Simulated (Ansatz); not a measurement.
A self-consistent single point of YSb (Fm-3m, 2 atoms in the cell) with Ansatz (an electronic-structure program).

Method: PBEsol-D3BJ-ATM, default PAW files made with PBE (plane waves; Ansatz).

```
YSb
1.0
    0.00000     3.10579     3.10579
    3.10579     0.00000     3.10579
    3.10579     3.10579     0.00000
Y Sb
1 1
Cartesian
  3.10579   3.10579   3.10579
  0.00000   0.00000   0.00000
```

Reference input (self-consistent single point, DFT, PBEsol, plane waves, default PAW files made with PBE): kpoints.mp_grid.grid = 6 6 6; hamiltonian.xc = pbesol; hamiltonian.pseudopotentials = {kind: paw} (the program's default PAW files); scf.occupations.method = fermi_dirac; scf.occupations.width = 0.136 eV. This run's input differs from it in these lines:

```diff
@@ -14,2 +14,3 @@
   xc: pbesol
+  dispersion: d3bjatm
   pseudopotentials:
```

Output (repeated stretches shortened):

```
SCF iter   1: F=—  HF=-10206.388742 eV  |F-HF|=—  |Δ(HF+E_count)|=         —  Δρ=2.20e-3  dr2=2.01e-3  ethr=1.77e-3  ⟨swp⟩=5.8  Hψ=1400  notcnv=0
all-band conjugate gradients solve this SCF's bands
preconditioner: auto → none
SCF iter   2: F=—  HF=-10206.386823 eV  |F-HF|=—  |Δ(HF+E_count)|=   1.92e-3  Δρ=1.05e-3  dr2=3.01e-4  ethr=7.73e-6  ⟨swp⟩=2.1  Hψ=537  notcnv=0
SCF iter   3: F=—  HF=-10206.386867 eV  |F-HF|=—  |Δ(HF+E_count)|=   4.35e-5  Δρ=3.04e-4  dr2=9.37e-5  ethr=1.16e-6  ⟨swp⟩=2.0  Hψ=477  notcnv=0
SCF iter   4: F=—  HF=-10206.386838 eV  |F-HF|=—  |Δ(HF+E_count)|=   2.93e-5  Δρ=1.34e-4  dr2=5.76e-6  ethr=3.60e-7  ⟨swp⟩=2.5  Hψ=488  notcnv=0
SCF iter   5: F=—  HF=-10206.386840 eV  |F-HF|=—  |Δ(HF+E_count)|=   1.99e-6  Δρ=3.96e-5  dr2=4.64e-7  ethr=2.22e-8  ⟨swp⟩=2.4  Hψ=475  notcnv=0
SCF iter   6: F=-10206.386840 eV  HF=-10206.386840 eV  |F-HF|=2.33e-9  |Δ(HF+E_count)|=   1.64e-8  Δρ=4.71e-6  dr2=5.85e-9  ethr=3.85e-10  ⟨swp⟩=6.0  Hψ=1173  notcnv=0
SCF 1 converged in 6 iterations: F = -10206.386840 eV  dr2 = 5.85e-9
Free energy (F): -10206.386840 eV
Internal energy: -10206.364591 eV  (E = F + TS)
E sigma→0 (E₀):  -10206.375715 eV
Entropy (-TS):   -0.022249 eV (-11.125 meV/atom)
Fermi energy:    9.674623 eV
--- Forces (eV/Å), atoms counted from 1 ---
  atom   1  Y      0.00000000    -0.00000000     0.00000000
  atom   2  Sb    -0.00000000     0.00000000    -0.00000000
--- Stress (GPa, compression-positive) ---
       -4.887841       0.000000       0.000000
        0.000000      -4.887841       0.000000
        0.000000       0.000000      -4.887841
  P = ⅓ Tr σ = -4.8878 GPa (-48.878 kbar)
  The stress holds the Pulay correction. Without it, at fixed plane waves, as pw.x and ABINIT print it: P = -4.9051 GPa
```

The run converged in 6 iterations. Against the reference run the pressure goes from -2.75 to -4.89 GPa.

The starting cell comes from a database of computed structures (which also holds hypothetical and non-ambient phases and stackings), without a prior relaxation at this level. With a pressure of about -5 GPa the cell is away from its equilibrium volume at this level. Ansatz's pressure includes its estimate of the finite-basis (Pulay) stress.

Keys are those of Ansatz 0.2.
